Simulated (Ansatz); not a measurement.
## Effect of pressure 0.7 GPa on BN

Base system: BN in the h-BN type structure (space group P6_3/mmc, No. 194; a = 2.501 Å, c = 6.526 Å; layered, stacked along the Cartesian z axis).

Now apply this change: a hydrostatic pressure of 0.7 GPa.

Level of theory: Kohn–Sham DFT with the r2SCAN+rVV10 functional, run in Ansatz (a quantum-chemistry and plane-wave program) with PAW and 500 eV plane waves, no spin-orbit coupling. k-mesh 15×15×5 (Γ-centred); smearing 0.05 eV (Fermi–Dirac).

| quantity | base | changed | shift |
|---|---|---|---|
| volume per atom | 8.83 Å³ | 8.67 Å³ | -0.16 Å³ |
| density | 2.33 g/cm³ | 2.38 g/cm³ | +0.043 g/cm³ |
| lattice parameter a | 2.501 Å | 2.499 Å | -0.0015 Å |
| c/a ratio | 2.610 | 2.567 | -0.043 |
| shortest interatomic distance | 1.444 Å | 1.443 Å | -0.001 Å |
| enthalpy H = E + PV relative to the base's energy | – | +0.04 eV/atom | – |
| band gap | 4.74 eV | 4.71 eV | -0.03 eV |
| gap character | indirect, k = (0.267, 1/3, 0) in the run's primitive reciprocal basis → M | indirect, k = (0.267, 1/3, 0) in the run's primitive reciprocal basis → M | – |
| smallest direct gap | 5.18 eV | 5.13 eV | -0.05 eV |
| mean gap deformation potential ΔEg/Δln V | – | +1.4 eV | – |
| width of the top valence band | 3.33 eV | 3.34 eV | +0.01 eV |

Load acts through the strain it causes; cell and atoms are relaxed under it. No phonon test of stability was made.
